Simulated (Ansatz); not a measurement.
The starting structures come from a database of crystals and need not be the phases stable at ambient conditions.

Inside the gap of an insulator the Bloch states are evanescent, with a wavenumber k + iκ along the transport direction.

Consider the following.

```
CELL_PARAMETERS angstrom
      3.76694     0.00000     0.00000
      0.00000     6.61621     0.00000
      1.88347    -1.79349     5.88641
ATOMIC_POSITIONS crystal
  Ti 0.19529 0.71624 0.60942
  Ti 0.80471 0.28376 0.39058
  Ti 0.90007 0.71040 0.19986
  Ti 0.09993 0.28960 0.80014
  O  0.94165 0.36998 0.11670
  O  0.05835 0.63002 0.88330
  O  0.36193 0.70660 0.27614
  O  0.63807 0.29340 0.72386
  O  0.86719 0.00471 0.26562
  O  0.13281 0.99529 0.73438
  O  0.26349 0.34750 0.47302
  O  0.73651 0.65250 0.52698
```

Space group of this cell: C2/m. The cell is taken as given; by r2SCAN its mean pressure is -5.6 GPa.

Transport runs along the normal of the first two printed cell vectors.

The gap is the functional's own, uncorrected, and κ follows it; spin-orbit coupling is left out. Mid-gap values are interpolated between the computed energies.

Task: Predict the band gap and the smallest decay constant κ at mid-gap from r2SCAN in Ansatz (an electronic-structure program).

Result: Gap 3.11 eV on a 8×6×8 mesh; κ = 0.396 1/Å, at (0.500, 0.000) of the in-plane reciprocal vectors. At the zone centre, at the nearest computed energy, the slowest state has κ = 0.53 1/Å.
